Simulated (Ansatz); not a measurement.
TiTe2, pressure series

The parent structure is TiTe₂ in the CdI2 type structure (space group P-3m1, No. 164; layered, stacked along the Cartesian z axis).

```cif
data_Te2Ti
_chemical_formula_sum 'Ti1 Te2'
_space_group_name_H-M_alt 'P-3m1'
_space_group_IT_number 164
_space_group_name_Hall '-P 3 2"'
_cell_length_a 3.69700
_cell_length_b 3.69700
_cell_length_c 6.38417
_cell_angle_alpha 90.000
_cell_angle_beta 90.000
_cell_angle_gamma 120.000
loop_
_atom_site_label
_atom_site_type_symbol
_atom_site_symmetry_multiplicity
_atom_site_Wyckoff_symbol
_atom_site_fract_x
_atom_site_fract_y
_atom_site_fract_z
_atom_site_occupancy
Ti1 Ti 1 a 0.00000 0.00000 0.00000 1
Te1 Te 2 d 0.33333 0.66667 0.27109 1
```

Cell and atoms are relaxed at each pressure.

Computed with Ansatz (an electronic-structure program) PBE-D3(BJ), no SOC.

```
pressure (GPa)  volume per atom (Å³/atom)
--------------  -------------------------
-2                                 26.884
-1                                 25.893
0                                  25.189
3                                  23.733
15                                 20.620
30                                 18.567
50                                 16.889
75                                      ?
100                                14.510
```

Question: Fit the third-order Birch–Murnaghan form P(V) = (3B₀/2)[(V₀/V)^(7/3) − (V₀/V)^(5/3)]·[1 + (3/4)(B₀′ − 4)((V₀/V)^(2/3) − 1)] (squares taken in P) to the rows shown and predict the withheld row.

Answer: Least squares on the printed values gives V₀ = 25.265 Å³/atom, B₀ = 45.5 GPa, B₀′ = 4.9; this predicts 15.487 Å³/atom, and the run gives 15.502 Å³/atom, 0.015 higher.

Load acts through the strain it causes; cell and atoms are relaxed under it. Stability against distortions was not tested. Competing high-pressure phases were not computed. The final runs are not spin-polarised.
